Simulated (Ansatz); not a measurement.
Results of G0W0@HSE06 (hard PAW, contour deformation; Ansatz, a first-principles code) for AlN (Fm-3m, No. 225; start mp-1330; another space group than a measured phase of this formula).

The cell is the one relaxed with PBEsol. Conventional cell: a = 4.0454 Å, b = 4.0454 Å, c = 4.0454 Å, α = 90.00°, β = 90.00°, γ = 90.00°.

The quasiparticle gap at Γ at a fixed k mesh 2×2×2:

```csv
response cutoff,value (eV)
"250 eV, 273 empty bands",7.667
"300 eV, 359 empty bands",7.673
"400 eV, 552 empty bands",7.686
"500 eV, 772 empty bands",7.692
```

Task: Taking the value to converge with the response cutoff E as E^(−3/2), extrapolate from the last two rows.

Result: With y = y∞ + c/w and weights w = 8000 and 11180 for the last two rows, y∞ = (w2 y2 − w1 y1)/(w2 − w1) = (11180 × 7.692 − 8000 × 7.686)/3180 = 7.707 eV, which lies 0.015 beyond the last row. Successive pairs of rows give 7.692, 7.710, 7.707. The limit also hangs on the law assumed, so its last digits aren't firm.

The other settings are not extrapolated, so this is the limit in one setting alone.

The smallest gap on this mesh is 6.06 eV, away from Γ.

Note: GW on a hybrid start was not checked against another program.

A start named mp-… is a Materials Project structure, which can be a computed phase never made.
